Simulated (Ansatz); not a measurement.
Functionals compared on O on the 1x1 (110) surface of zinc-blende GaAs (cut with top plane As + Ga), one in a 2x1 cell, started at the site 'top As', in Ansatz (plane waves, PAW). The structure was relaxed with PBE; the other rows are single points on it, each with its references at the same level. Cutoff 420 eV (500 eV for r2SCAN). The points keep PBE's geometry, so the relaxation of a polaron and the settling of charge on one site are left out.

Host crystal: zinc-blende GaAs, with a band gap (PBE, scalar-relativistic without spin-orbit coupling).

Set-up: 21 atoms, 8.6 Å thick at the start under the adsorbate (thin: gaps and levels are the slab's own); mesh 3x4x1; 0.01 eV smearing; dipole correction on; 8 atoms held, the rest relaxed; symmetry of the start imposed; spin-polarised, no spin-orbit, no U, no dispersion correction. The starting moment vanished. At the end it is bonded to As. In PBE it is, or lies within 0.03 eV of, the lowest of the starts that converged. These notes are the PBE run's. r2SCAN: The program's check for a lower electronic state was not made. Adsorption energies are against ½ O2(g). A negative adsorption energy means that the adsorbate is more stable on the surface than in its reference.

```
functional  adsorption energy (eV)  magnetic moment of the cell (μB)          rough cost of the single point
----------  ----------------------  --------------------------------  --------------------------------------
PBE                          -0.55                              0.00                                       –
RPBE                         -0.44                              0.00             very roughly 6 core-minutes
r2SCAN                       -0.44                              0.00  about 18 core-minutes (a rough figure)
```

Ansatz is a program for electronic structure.
